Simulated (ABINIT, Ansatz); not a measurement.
An ABINIT input for a self-consistent single point of Pd (Fm-3m, 1 atom in the cell) (DFT, PBEsol, plane waves, PAW (JTH v2.0 PBE PAW, files made for PBE)):

```
# Pd, JTH v2.0 PBE PAW
pp_dirpath "./"
pseudos "Pd.GGA_PBE-JTH.xml"
acell 5.1574222938 5.1574222938 5.1574222938
rprim
        -0.0000000000    0.7071067812    0.7071067812
         0.7071067812    0.0000000000    0.7071067812
         0.7071067812    0.7071067812   -0.0000000000
natom 1
ntypat 1
znucl 46
typat 1
xcart    0.0000000000    0.0000000000    0.0000000000
ecut 24 Ha
pawecutdg 48 Ha
pawxcdev 0
ixc -116133
occopt 7
tsmear 0.00499791
nband 14
kptopt 1
ngkpt 15 15 15
nshiftk 1
shiftk 0 0 0
nstep 100
toldfe 1.0e-09
prtwf 0
prtden 0
enunit 1
```

**Question.** Write the same calculation as an input for Ansatz (a program for electronic structure).

**Answer.** One input that does it (others would too):

Ansatz 0.2 input:
```yaml
crystal:
  lattice:
    - [0.00000000, 1.92982900, 1.92982900]
    - [1.92982900, 0.00000000, 1.92982900]
    - [1.92982900, 1.92982900, 0.00000000]
  atoms:
    - { symbol: Pd, position: [0.00000000, 0.00000000, 0.00000000] }
basis:
  ecutwfc: 30.9 Ry
kpoints:
  mp_grid: { grid: [15, 15, 15] }
hamiltonian:
  xc: pbesol
  pseudopotentials: { kind: paw }
scf:
  occupations: { method: gaussian, width: 0.01 Ry }
output:
  forces: true
  eigenvalues: true
  stress: true
```

Basis, cutoffs, solver keys and any potentials are the target program's own. This input uses DFT, PBEsol, plane waves, default PAW files made with PBE. The width in Ry is rounded to four decimals. Both were run: pressure 2.08 GPa in ABINIT and 2.46 in Ansatz. Ansatz's pressure is the one without its finite-basis correction.

On ABINIT: the starting cell has typed, rounded lattice constants, without a prior relaxation at this level. Its lattice was rescaled by a random factor within 2.5 % of one. Spin polarisation is off. The potentials were made for another functional than the one used.

On Ansatz: the starting cell has typed, rounded lattice constants, without a prior relaxation at this level. Its lattice was rescaled by a random factor within 2.5 % of one. Spin polarisation is off.
